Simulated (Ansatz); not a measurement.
WMo (model structure, Cmcm, No. 63, 4 atoms in the cell), treated with PBEsol (Ansatz, a first-principles code, plane waves, PAW).

Settings: plane-wave cutoff 520 eV, 18×18×14 k mesh (along the axes of the cell as run), Fermi–Dirac smearing 0.05 eV, no spin polarisation, scalar-relativistic PAW data made under PBE.

Cell (relaxed at this level):

```
CELL_PARAMETERS angstrom
      1.28735    -5.29737     0.00000
      1.28735     5.29737     0.00000
      0.00000     0.00000     4.63449
ATOMIC_POSITIONS crystal
  W  0.67892 0.32108 0.25000
  Mo 0.93174 0.06826 0.25000
  W  0.32108 0.67892 0.75000
  Mo 0.06826 0.93174 0.75000
```

Task: What does this level give for the bulk modulus?

Result: 
- bulk modulus = 276 GPa

Note: the run has no spin polarisation, so it can have missed a magnetic state; the bulk modulus is −V dP/dV from two relaxed cells at ±2 % in volume; the relaxation could raise the start's symmetry but not lower it, so the cell can be a saddle point.

Spin–orbit coupling is not included.

The computed numbers hold no vibrational or temperature effects.

The result took about 20 core-minutes (a rough figure).

A model structure was made by putting elements into a prototype or built by hand; it is no filed structure, need not be a known phase, and can be a saddle point held by its symmetry.
